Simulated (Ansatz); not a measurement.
Phonon-limited resistivity of W2C (Pnnm) against temperature in μΩ·cm, PBEsol, DFPT electron-phonon coupling, linearised Boltzmann equation run with Ansatz (an electronic-structure program), harmonic crystal at a fixed cell. x, y and z are the axes of this cell:
```yaml
crystal:
  lattice:
    - [4.67483, 0.00000, 0.00000]
    - [0.00000, 5.24353, 0.00000]
    - [0.00000, 0.00000, 3.00755]
  atoms:
    - { symbol: W, position: [0.25896, 0.15916, 0.50000] }
    - { symbol: W, position: [0.74104, 0.84084, 0.50000] }
    - { symbol: W, position: [0.75896, 0.34084, 0.00000] }
    - { symbol: W, position: [0.24104, 0.65916, 0.00000] }
    - { symbol: C, position: [0.00000, 0.00000, 0.00000] }
    - { symbol: C, position: [0.50000, 0.50000, 0.50000] }
```

```csv
T,ρ (x),ρ (y),ρ (z)
50 K,0.63,1.18,1.07
77 K,?,3.7,3.4
100 K,3.2,6.0,5.7
150 K,5.8,11.0,10.4
200 K,8.4,15.9,15.1
250 K,11.0,21,19.7
273 K,12.2,?,22
300 K,13.6,26,24
350 K,16.2,31,29
400 K,18.8,36,33
500 K,24,45,43
600 K,?,55,51
800 K,39,74,69
```

Question: Some entries are withheld; supply them.

Answer: 
- 77 K, ρ (x): 1.95
- 273 K, ρ (y): 23
- 600 K, ρ (x): 29

A metal at this level (no band gap). Only scattering by harmonic phonons is included (no impurities, grain boundaries, electron-electron scattering or thermal expansion). Spin-orbit coupling is left out, which matters with elements this heavy. Halving the electron mesh (20x16x28) moves the resistivity by up to 8 %. Smearing 0.20 eV; phonons on a 3x3x5 q mesh, which this run doesn't test and which matters most at low temperature.

Computed structure, not matched to a measured one here, so possibly hypothetical: W2C (Pnnm).
